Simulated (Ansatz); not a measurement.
Phonon-limited resistivity of TaNi₃ (I4/mmm) against temperature in μΩ·cm, PBEsol, DFPT electron-phonon coupling, linearised Boltzmann equation (Ansatz, a first-principles code), harmonic crystal at a fixed cell. x, y and z are the axes of this cell:
```
Ni3Ta
1.0
    0.00000     2.53643     3.69993
    2.53643     0.00000     3.69993
    2.53643     2.53643     0.00000
Ta Ni
1 3
Direct
  0.00000   0.00000   0.00000
  0.50000   0.50000   0.50000
  0.25000   0.25000   0.25000
  0.75000   0.75000   0.75000
```

```json
[
 {"T": "50 K", "ρ (x, y)": "0.26", "ρ (z)": "0.39"},
 {"T": "77 K", "ρ (x, y)": "0.93", "ρ (z)": "1.38"},
 {"T": "100 K", "ρ (x, y)": "1.69", "ρ (z)": "2.5"},
 {"T": "150 K", "ρ (x, y)": "3.5", "ρ (z)": "?"},
 {"T": "200 K", "ρ (x, y)": "5.2", "ρ (z)": "?"},
 {"T": "250 K", "ρ (x, y)": "6.9", "ρ (z)": "10.2"},
 {"T": "273 K", "ρ (x, y)": "7.7", "ρ (z)": "11.3"},
 {"T": "300 K", "ρ (x, y)": "8.5", "ρ (z)": "12.6"},
 {"T": "350 K", "ρ (x, y)": "10.1", "ρ (z)": "14.9"},
 {"T": "400 K", "ρ (x, y)": "11.7", "ρ (z)": "17.3"},
 {"T": "500 K", "ρ (x, y)": "14.9", "ρ (z)": "22"},
 {"T": "600 K", "ρ (x, y)": "18.0", "ρ (z)": "27"},
 {"T": "800 K", "ρ (x, y)": "24", "ρ (z)": "36"}
]
```

Question: Fill in the missing entries.

Answer: 
- 150 K, ρ (z): 5.1
- 200 K, ρ (z): 7.7

A metal at this level (no band gap). Only scattering by harmonic phonons is included (no impurities, grain boundaries, electron-electron scattering or thermal expansion). Spin-orbit coupling is left out, which matters with elements this heavy. The run warned that the eigensolver left some states short of its tolerance. Halving the electron mesh (28x28x28) moves the resistivity by up to 3 %. Smearing 0.20 eV; phonons on a 4x4x4 q mesh, which this run doesn't test and which matters most at low temperature.

Formula and space group known from diffraction (Crystallography Open Database), not checked to be the room-temperature form: TaNi3 (I4/mmm). Treated as nonmagnetic (a ferromagnetic start lost its moment, other orders weren't tried): TaNi3 (I4/mmm).
